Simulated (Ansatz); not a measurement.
**BeS, response to strain**

Base system: BeS in the zinc blende structure (space group F-43m, No. 216; a = 4.796 Å). Axes: x, y, z lie along the cube axes.

Strains are applied to the cell and any free atomic positions relax; under biaxial strain the out-of-plane vector relaxes too.

Computed with LDA (Ansatz, a quantum-chemistry and plane-wave program, PAW, without spin-orbit coupling).

```csv
"biaxial strain, plane normal [111], relaxed out of plane (%)",out-of-plane strain (%)
-2.5,1.05
-2.08,?
-1.67,0.69
-1.25,0.51
-0.83,0.34
-0.42,0.17
0,0.00
```

Fit ε⊥ = −νε + γε² (strains in %) to the rows shown and predict the withheld row.

Least squares on the printed values gives ν = 0.40 (the biaxial Poisson response) and γ = 0.008 (largest residual 0.00 %); this predicts 0.87 %, and the run gives 0.86 %, in agreement.

Whether these cells are dynamically stable was not tested.
